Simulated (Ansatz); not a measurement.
Rh: pressure series

Base system: Rh in the fcc (Cu type) structure (space group Fm-3m, No. 225; a = 3.800 Å).

Cell and atoms are relaxed at each pressure.

Method: r2SCAN (Ansatz, a first-principles code, PAW, scalar-relativistic without spin-orbit coupling).

Two rows of this table had their results exchanged by mistake.

```
pressure          volume per atom (Å³)  shortest distance (Å)  band gap
----------------  --------------------  ---------------------  --------
pressure −2 GPa                  13.82                  2.694      zero
pressure −1 GPa                  13.09                  2.645      zero
pressure 3 GPa                   13.58                  2.678      zero
pressure 7 GPa                   13.40                  2.666      zero
pressure 15 GPa                  13.77                  2.690      zero
pressure 30 GPa                  12.59                  2.612      zero
pressure 50 GPa                  12.07                  2.575      zero
pressure 75 GPa                  11.55                  2.537      zero
pressure 100 GPa                 11.13                  2.506      zero
```

**Question.** Which two?

**Answer.** The rows for pressure −1 GPa and pressure 15 GPa: the volume has to fall steadily with pressure, so 13.77 Å³ belongs to pressure −1 GPa and 13.09 Å³ to pressure 15 GPa.

Load acts through the strain it causes; cell and atoms are relaxed under it. Stability against distortions was not tested. Competing high-pressure phases were not computed. The final runs are not spin-polarised.
